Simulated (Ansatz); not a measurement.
Base system: HgTe in the zinc blende structure (space group F-43m, No. 216; a = 6.651 Å).

The values are results of Ansatz (a first-principles code) PBE, scalar-relativistic without spin-orbit coupling, earlier PAW set, not measurements.

Base values:

* **Pressure**: 0.0 GPa

Modification: the cell is scaled by 0.9593 in all directions; the atoms relax in the strained cell.

Question: What does the calculation give for the energy relative to the base and pressure after the change?

Answer: The energy rises by 70 meV/atom; the pressure goes from zero to 5.9 GPa.

Stability against distortions was not tested. The final runs are not spin-polarised.
